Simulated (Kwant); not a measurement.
## In0.53Ga0.47As/InP stack with 2 barriers

Model system: In0.53Ga0.47As/InP stack with 2 barriers. One parabolic valley. Leads of mass 0.041 mₑ with the band edge at 0; grid 0.1 nm; bias swept from 0.01 to 0.375 V, dropping linearly over the stack. Emitter Fermi level 0.032 eV, 77 K, equal in the collector.

```tsv
layer	thickness (nm)	band offset (eV)	mass (mₑ)
1	1.9	0.25	0.08
2	6.4	0	0.041
3	3.1	0.25	0.08
```

Constants are typed, rounded textbook-type inputs, not results; the design itself was drawn at random and stands for no fabricated device.

Computed with Kwant: one-band effective-mass tight-binding model in one dimension, coherent, no space charge, current by the Tsu-Esaki formula.

| bias (V) | J (A/cm²) |
|---|---|
| 0.01000 | 776 |
| 0.02259 | 2060 |
| 0.03517 | 4310 |
| 0.04776 | 8620 |
| 0.06035 | 16700 |
| 0.07293 | 30800 |
| 0.08552 | 51700 |
| 0.09810 | 77900 |
| 0.1107 | 104000 |
| 0.1233 | 120000 |
| 0.1359 | 97100 |
| 0.1484 | 27900 |
| 0.1610 | 14100 |
| 0.1736 | 9700 |
| 0.1862 | 7650 |
| 0.1988 | 6520 |
| 0.2114 | 5860 |
| 0.2240 | 5460 |
| 0.2366 | 5240 |
| 0.2491 | 5160 |
| 0.2617 | 5180 |
| 0.2743 | 5280 |
| 0.2869 | 5480 |
| 0.2995 | 5760 |
| 0.3121 | 6140 |
| 0.3247 | 6620 |
| 0.3372 | 7220 |
| 0.3498 | 7970 |
| 0.3624 | 8890 |
| 0.3750 | 10000 |
